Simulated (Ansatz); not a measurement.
**PbF$_{2}$ in the anatase structure (space group I4_1/amd, No. 141; a hypothetical phase, not in the database extracts checked)**

```
CELL_PARAMETERS angstrom
     -2.32561     2.32561     6.42664
      2.32561    -2.32561     6.42664
      2.32561     2.32561    -6.42664
ATOMIC_POSITIONS crystal
  Pb 0.50000 0.50000 0.00000
  Pb 0.25000 0.75000 0.50000
  F  0.30514 0.30514 0.00000
  F  0.05514 0.55514 0.50000
  F  0.44486 0.94486 0.50000
  F  0.69486 0.69486 0.00000
```

Level of theory: plane-wave PAW DFT at the PBEsol level (Ansatz, a program for electronic structure, 420 eV), spin-orbit coupling left out. Settings: 10×10×10 k-points, 0.05 eV Fermi–Dirac smearing.

The volume per atom is 23.17 Å³, the density is 5.86 g/cm³ and the band gap is 3.99 eV (uncertain: the edges found on the path are not clean extrema). The total energy is -4452.327 eV/atom (σ→0; compares only within this code and set-up).

Spin-orbit coupling, missing from the scalar runs, can matter with Pb. Whether these cells are dynamically stable was not tested.
